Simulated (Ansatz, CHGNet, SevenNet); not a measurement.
How well does each level of theory give the equilibrium volume per atom of AlB2-type HfB2?

Reference value: 9.91 Å³/atom (measured, room temperature, no zero-point or thermal correction; as tabulated in Burrage et al. (2022), doi:10.3390/ma15082762).

Question: What do CHGNet 0.3.0, CHGNet-r²SCAN, SevenNet-l3i5, LDA, PBE, PBEsol, PBE-D3(BJ), PBE-D4, rVV10, r²SCAN, HSE06 give, and how far is each from the reference?

Answer: 
```tsv
level (code)	value (Å³/atom)	difference (%)
CHGNet 0.3.0 (CHGNet)	9.98	+0.7
CHGNet-r²SCAN (CHGNet)	9.86	-0.5
SevenNet-l3i5 (SevenNet)	9.97	+0.6
LDA (Ansatz)	9.51	-4.0
PBE (Ansatz)	9.96	+0.5
PBEsol (Ansatz)	9.73	-1.8
PBE-D3(BJ) (Ansatz)	9.72	-1.9
PBE-D4 (Ansatz)	9.73	-1.8
rVV10 (Ansatz)	10.02	+1.1
r²SCAN (Ansatz)	9.88	-0.3
HSE06 (Ansatz)	9.87	-0.4
```

The reference is not for a static lattice or low temperature, so close values are not ranked against it.

The reference has no zero-point or thermal correction, while the calculations are for a static lattice, so the differences are not the levels' errors alone. A static lattice is as a rule a little smaller than the measured one.  Density-functional levels without +SOC have no spin–orbit coupling. HSE06: hybrids on metals are sensitive to the k mesh and can open a false gap. Cutoffs and k meshes differ between the levels. Ansatz's density-functional and Hartree–Fock values are scalar-relativistic unless marked +SOC, with PAW data made under PBE.

Machine-learned potentials (CHGNet 0.3.0, CHGNet-r²SCAN, SevenNet-l3i5) are trained on DFT data, which may include these solids.

Differences are worked out from the printed values.

Ansatz is a quantum-chemistry and plane-wave program.
